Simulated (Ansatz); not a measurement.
# Hf under a change: uniaxial strain ε_zz = +2.00 %

Consider Hf in the hcp (Mg type) structure (space group P6_3/mmc, No. 194; a = 3.1581 Å, c = 5.0045 Å; relaxed with 0.1 eV smearing). Axes: x lies along a and z along c of the hexagonal cell.

The change: the cell is stretched by 2.00 % along z with no lateral relaxation, atoms relaxed at fixed cell.

Level of theory: PBEsol in Ansatz (plane waves to 420 eV, PAW, without spin-orbit coupling). k-mesh 21×21×12 (Γ-centred); smearing 0.1 eV (Fermi–Dirac).

| quantity | base | changed | shift |
|---|---|---|---|
| volume per atom | 21.61 Å³ | 22.05 Å³ | +0.432 Å³ |
| space group | P6_3/mmc (No. 194) | P6_3/mmc (No. 194) | – |
| shortest interatomic distance | 3.096 Å | 3.137 Å | +0.041 Å |
| energy relative to the base (free energy F) | 0 meV/atom | +5.3 meV/atom | +5.3 meV/atom |
| pressure (mean of the normal stresses, compression positive) | 0.0 GPa | -2.2 GPa | -2.2 GPa |
| band gap | zero | zero | – |
| stress (xx, yy, zz, yz, xz, xy; compression positive) | – | (-1.4, -1.4, -3.9, 0.0, 0.0, 0.0) GPa | – |

Final structure:

```xyz
2
Lattice="3.1581 0.0000 0.0000 -1.5791 2.7350 0.0000 0.0000 0.0000 5.1046" Properties=species:S:1:pos:R:3 pbc="T T T"
Hf     1.5791     0.9117     3.8284
Hf     0.0000     1.8233     1.2761
```

Whether these cells are dynamically stable was not tested. All final runs are without spin polarisation.

Ansatz is a quantum-chemistry and plane-wave program.
